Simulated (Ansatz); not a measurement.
Data:

```
CELL_PARAMETERS angstrom
      0.00000     2.73123     2.73123
      2.73123     0.00000     2.73123
      2.73123     2.73123     0.00000
ATOMIC_POSITIONS crystal
  Si 0.00000 0.00000 0.00000
  Si 0.25000 0.25000 0.25000
```

Level of theory: LDA, finite-displacement electron-phonon coupling, linearised Boltzmann equation (plane waves, PAW, scalar-relativistic; Ansatz, a first-principles code). Condition of this run: hydrostatic pressure -3 GPa (the target of the relaxation). How the cell was made: relaxed with this functional, without spin-orbit coupling, then loaded as said.

**Question.** What phonon-limited electron drift mobility does this give at 300 K?

**Answer.** 1400 cm²/(V·s).

Scattering by harmonic phonons alone: no impurities, screening or carrier-carrier scattering, bands fixed at 0 K. From a coarser fine mesh the values given move by up to 5 %. The mesh was bound by memory.
